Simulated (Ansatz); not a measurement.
# IrO2: O → Se

Base system: IrO₂ in the rutile structure (space group P4_2/mnm, No. 136; a = 4.472 Å, c = 3.154 Å).

Perturbation: every O is replaced by Se; the structure is relaxed again.

Level of theory: PBEsol (Ansatz, a program for electronic structure, PAW, no spin-orbit coupling), earlier PAW set. Settings: 9×9×12 k-points, 0.05 eV Fermi–Dirac smearing, for the changed cell.

```tsv
quantity	base	changed	shift
volume per atom	10.51 Å³	20.37 Å³	+9.86 Å³
density	11.81 g/cm³	9.51 g/cm³	-2.295 g/cm³
c/a ratio	0.705	0.697	-0.008
space group	P4_2/mnm (No. 136)	P4_2/mnm (No. 136)	–
shortest interatomic distance	1.953 Å	2.442 Å	+0.489 Å
band gap	zero	zero	–
```

Final structure:

```
IrSe2
1.0
    5.59780     0.00000     0.00000
    0.00000     5.59780     0.00000
    0.00000     0.00000     3.90114
Ir Se
2 4
Direct
  0.00000   0.00000   0.00000
  0.50000   0.50000   0.50000
  0.30841   0.30841   0.00000
  0.80841   0.19159   0.50000
  0.19159   0.80841   0.50000
  0.69159   0.69159   0.00000
```

Whether these cells are dynamically stable was not tested. As relaxed here, IrSe2 is a hypothetical phase, not in the database extracts checked. No Hubbard U is applied, and correlation can decide whether such a compound is a metal. All final runs are without spin polarisation. IrSe2 has a high density of states at the Fermi level and may be magnetic at this level.
